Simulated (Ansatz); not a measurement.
**rock-salt MgO: the defect Ca on the Mg site**

Computed with PBE, PAW (plane waves to 420 eV; Ansatz, a program for electronic structure). Cell: 64 sites, 2×2×2; final energies on a 2×2×2 shifted mesh. Site at the start: the Mg site. Finite-size correction: monopole term and site-potential alignment. Dielectric constants: PBE linear response of the host. Host gap at this level: 4.46 eV. A cell of this size leaves errors of a few tenths of an eV. PBE underestimates the host's gap, which shifts levels and can delocalise carriers. Spin–orbit coupling is left out. Each state is the lowest found from its start.

Formation energies E_f are given with the Fermi level at the valence-band maximum. Chemical conditions: Mg-rich (Δμ(Mg) = 0.00 eV, Δμ(Ca) = -0.53 eV, bounded by rock-salt CaO; only phases computed here count, gases as isolated molecules at 0 K); O-rich (Δμ(Mg) = -5.37 eV, Δμ(Ca) = -5.89 eV, bounded by rock-salt CaO; only phases computed here count, gases as isolated molecules at 0 K). Reference phases: Ca: fcc Ca, Mg: hcp Mg.

```csv
charge,moment (μB),point group,largest move off a lattice site (Å),image correction with alignment (eV),"E_f, Mg-rich (eV)","E_f, O-rich (eV)"
+1*,1.0,–,0.10,–,–,–
0,not spin-polarised,Oh,0.10,0.00,0.96,0.96
−1*,fractional,–,0.10,–,–,–
```

* At this level the carrier isn't localised at the defect: at charge +1 holes occupy the valence band; at charge −1 electrons occupy the conduction band. Such a state is shallow or no state of the defect, and this cell gives it no level.

Point groups are those of the whole cell at tolerances of 0.03 and 0.1 Å ("near" where only the looser one holds); none is given for unsettled states.

All states together cost very roughly 15 core-minutes.
